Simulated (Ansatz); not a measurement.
Levels about the gap of amorphous Si24O46F4 (74 atoms in a cell of 1164 Å³, 2.12 g/cm³; zone centre alone, so wide bands show as single levels with stretches between that a denser mesh fills), at the geometry that PBE relaxed, where it gives 0.0 GPa on a denser mesh. The participation number counts the atoms over which a state spreads; weights are charges in smoothed Voronoi cells. The levels come from a single point, so bond lengths are those of that geometry. Method of the levels: PBE, scalar-relativistic without spin-orbit coupling (Ansatz, a program for electronic structure). Sampling: the zone centre alone; Fermi-Dirac width 0.02 eV; no spin polarisation. At PBE the levels at the filled edge of the gap are localised (band-tail or defect states).

The cell was made by melting and quenching with the CHGNet potential and then relaxed with DFT. O and F atoms were pushed apart under 1.9 Å during the dynamics, to hinder bonds among them. The hot cell started wider than the set density and was brought back towards it in steps. It is the lowest in DFT energy of 2 quenches. It is a model cell: composition and starting density were chosen by hand, and all elements were melted together. No dispersion term was used. Its density started from a set value of 2.12 and ended at 2.12 g/cm³. The quench (nominally 150 K/ps over its main leg) was far faster than any real one, so the model tends to hold more defects than a real film. Values belong to this one cell and scatter from quench to quench. The volume was held where the preparation left it, at a PBE pressure of 0.0 GPa. Stress components on the final sampling reach 2.5 GPa.

```json
[
 {"E - E(highest filled), eV": "-0.33", "filling": "filled", "participation number": "26.9", "largest on": "O, 2 neighbours", "weight O": "0.96", "weight Si": "0.04", "weight F": "0.00"},
 {"E - E(highest filled), eV": "-0.29", "filling": "filled", "participation number": "27.4", "largest on": "O, 2 neighbours", "weight O": "0.96", "weight Si": "0.04", "weight F": "0.01"},
 {"E - E(highest filled), eV": "-0.25", "filling": "filled", "participation number": "14.1", "largest on": "O, 2 neighbours", "weight O": "0.96", "weight Si": "0.04", "weight F": "0.01"},
 {"E - E(highest filled), eV": "-0.23", "filling": "filled", "participation number": "20.4", "largest on": "O, 2 neighbours", "weight O": "0.96", "weight Si": "0.04", "weight F": "0.01"},
 {"E - E(highest filled), eV": "-0.18", "filling": "filled", "participation number": "15.5", "largest on": "O, 2 neighbours", "weight O": "0.96", "weight Si": "0.04", "weight F": "0.01"},
 {"E - E(highest filled), eV": "-0.10", "filling": "filled", "participation number": "7.9", "largest on": "O, 2 neighbours", "weight O": "0.96", "weight Si": "0.03", "weight F": "0.00"},
 {"E - E(highest filled), eV": "0.00", "filling": "filled", "participation number": "8.8", "largest on": "O, 2 neighbours", "weight O": "0.96", "weight Si": "0.03", "weight F": "0.00"},
 {"E - E(highest filled), eV": "5.20", "filling": "empty", "participation number": "63.2", "largest on": "O, 2 neighbours", "weight O": "0.66", "weight Si": "0.29", "weight F": "0.05"},
 {"E - E(highest filled), eV": "6.51", "filling": "empty", "participation number": "30.6", "largest on": "Si, 4 neighbours", "weight O": "0.59", "weight Si": "0.39", "weight F": "0.02"},
 {"E - E(highest filled), eV": "6.86", "filling": "empty", "participation number": "37.8", "largest on": "Si, 4 neighbours", "weight O": "0.62", "weight Si": "0.34", "weight F": "0.04"},
 {"E - E(highest filled), eV": "6.94", "filling": "empty", "participation number": "41.2", "largest on": "Si, 4 neighbours", "weight O": "0.65", "weight Si": "0.31", "weight F": "0.03"},
 {"E - E(highest filled), eV": "6.97", "filling": "empty", "participation number": "30.8", "largest on": "Si, 4 neighbours", "weight O": "0.59", "weight Si": "0.38", "weight F": "0.03"}
]
```

Most localised among these is the filled level at -0.10 eV, on a O atom, which has 2 neighbours (Si 1.67 Å, Si 1.68 Å).
